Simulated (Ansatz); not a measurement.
For SnSe2 (model structure, started from the 2H-MoS2 type, P6₃/mmc, No. 194, 6 atoms in the cell), PBEsol (Ansatz, a quantum-chemistry and plane-wave program, PAW) gives:

- equilibrium lattice constant a: 3.827 Å
- c axis length: 11.426 Å
- formation enthalpy: -0.147 eV/atom

What does PBE-D3(BJ) in Ansatz (PAW) give for the same quantities?


- lattice constant a: 3.835 Å (goes up by 0.2 %)
- lattice parameter c: 11.503 Å (increases by 0.7 %)
- formation enthalpy: -0.154 eV/atom (moves by -0.007 eV/atom)

Changes are worked out from the printed values.

Unless a cell is named, each level is at its own relaxed cell (PBEsol 24.15, PBE-D3(BJ) 24.41 Å³/atom).

Levels without +SOC leave out spin–orbit coupling, which shifts energies and cells of such heavy elements.

Ansatz's density-functional and Hartree–Fock values are scalar-relativistic unless marked +SOC, with PAW data made under PBE.

A model structure was made by putting elements into a prototype or built by hand; it is no filed structure, need not be a known phase, and can be a saddle point held by its symmetry.
